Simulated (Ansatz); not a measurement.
Take ZrB2 (space group P6/mmm, No. 191; a = 3.1714 Å, c = 3.5418 Å; relaxed with 0.1 eV smearing) as the base. Axes: x lies along a and z along c of the hexagonal cell.

Method: PBE/PAW in Ansatz (an electronic-structure program), spin-orbit coupling left out.

The change: compressive biaxial strain of 2.00 % in the plane normal to [001], as in epitaxy on a mismatched substrate; the out-of-plane cell vector and the atoms relax.

### Question
Estimate the effect on the out-of-plane strain.

### Answer
The out-of-plane strain amounts to +1.14 %.

No phonon test of stability was made. All final runs are without spin polarisation.
